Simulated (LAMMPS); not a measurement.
Melting line of Ni (fcc) by solid-liquid coexistence.

Model: classical MD, pair style adp, file Ni.adp; code LAMMPS.

```csv
P (GPa),melting point,enthalpy of fusion,solid,liquid
0,1800 ± 36 K,0.20 eV/atom,11.57 Å³/atom,12.34 Å³/atom
2,1900 ± 38 K,0.21 eV/atom,11.43 Å³/atom,12.12 Å³/atom
5,2010 ± 40 K,0.21 eV/atom,11.21 Å³/atom,11.81 Å³/atom
```

Measured melting point at ambient pressure: 1728 K (Wikipedia, Melting points of the elements (data page)).

Caution: the error of the potential's melting point is set to 2 % at least, a picked allowance for cell size and run length.

Compare the slope of the melting line with the Clausius-Clapeyron value from the lowest pressure. T ΔV/ΔH = 1797 K × 0.77 Å³ / 0.202 eV = 43 K/GPa (1 eV/Å³ = 160.2 GPa); the first two rows give 49 K/GPa, within the errors of the melting points.
